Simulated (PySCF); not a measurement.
PySCF 2.14.0, PBE0/def2-svp, df: Y(Br)2(OMe) (C[O][Y]([Br])[Br]), 8 atoms. The geometry is a generated start, not checked to be a minimum at this level.

```yaml
task: energy
method: pbe0
basis: def2-svp
two_electron_scheme: density fitting
mol.max_memory: 3000 MB
mf.max_cycle: 100
mf.conv_tol: 1e-09 (default)
mf.grids.level: 3 (default)
effective_core_potentials: those of the basis set, past Kr
basis_functions: 138
grid_points: 120352
```

```xyz
8

Y     -0.6265     0.4881     1.5946
Br     0.6342    -0.8402     3.3527
Br     1.2361     2.1427     1.0754
O     -0.3937    -0.6146     0.1051
C     -0.2486    -0.3433    -1.2508
H      0.5065    -1.0225    -1.6681
H     -1.1982    -0.5029    -1.7852
H      0.0903     0.6927    -1.4236
```

Charge 0 and multiplicity 1 are set for this test and not shown to be the ground state.

With the defaults (mf.init_guess = minao, mf.DIIS = CDIIS, mf.diis = true, mf.diis_space = 8, mf.level_shift = 0, mf.damp = 0, mf.diis_start_cycle = 1) it converges in 14 Fock builds. One run each on 2 threads, 1 BLAS thread, with these changes:
- mf.damp = 0.7, mf.diis_start_cycle = 8
- mf.level_shift = 1 Hartree
- mf.diis_space = 3
- mf.init_guess = 1e
- mf.diis = false
- mf.damp = 0.3, mf.diis_start_cycle = 4
- mf.level_shift = 0.1 Hartree
- mf.init_guess = atom
- mf.DIIS = EDIIS

### Question
Which runs fail or end elsewhere than the default run?

### Answer
No convergence: mf.init_guess = 1e; mf.DIIS = EDIIS; mf.diis = false (the run ends without SCF convergence in 100 cycles). The rest reach the solution of the defaults.

| setting | Fock builds | end |
|---|---|---|
| the defaults | 14 | same solution |
| mf.level_shift = 0.1 Hartree | 14 | same solution |
| mf.init_guess = atom | 14 | same solution |
| mf.damp = 0.7, mf.diis_start_cycle = 8 | 16 | same solution |
| mf.damp = 0.3, mf.diis_start_cycle = 4 | 17 | same solution |
| mf.diis_space = 3 | 24 | same solution |
| mf.level_shift = 1 Hartree | 43 | same solution |
| mf.init_guess = 1e | 101 | no convergence |
| mf.DIIS = EDIIS | 101 | no convergence |
| mf.diis = false | 101 | no convergence |
